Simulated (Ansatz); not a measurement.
# A computed series for ZnS: response to strain

Consider ZnS in the zinc blende structure (space group F-43m, No. 216).

```
ZnS
1.0
    0.00000     2.69455     2.69455
    2.69455     0.00000     2.69455
    2.69455     2.69455     0.00000
Zn S
1 1
Direct
  0.00000   0.00000   0.00000
  0.25000   0.25000   0.25000
```

Cartesian axes are those of the cell as printed.

Strains are applied to the cell and any free atomic positions relax; under biaxial strain the out-of-plane vector relaxes too.

Level of theory: r2SCAN (Ansatz, a quantum-chemistry and plane-wave program, PAW, no spin-orbit coupling).

Notes on the quantities. energy relative to the base: free energy F.

```csv
case,energy relative to the base,ratio −ε⊥/ε∥
base,0 meV/atom,–
"biaxial strain +0.42 %, plane normal [111], relaxed out of plane",[?],–
"biaxial strain +0.83 %, plane normal [111], relaxed out of plane",[?],0.61
"biaxial strain +1.25 %, plane normal [111], relaxed out of plane",+3.0 meV/atom,0.61
"biaxial strain +1.67 %, plane normal [111], relaxed out of plane",+5.4 meV/atom,0.61
"biaxial strain +2.08 %, plane normal [111], relaxed out of plane",[?],0.60
"biaxial strain +2.50 %, plane normal [111], relaxed out of plane",+12 meV/atom,0.60
```

Problem. Fill in the withheld entries from the trend.

Solution. 
- biaxial strain +0.42 %, plane normal [111], relaxed out of plane, energy relative to the base: +0.3 meV/atom
- biaxial strain +0.83 %, plane normal [111], relaxed out of plane, energy relative to the base: +1.3 meV/atom
- biaxial strain +2.08 %, plane normal [111], relaxed out of plane, energy relative to the base: +8.3 meV/atom

No phonon test of stability was made.
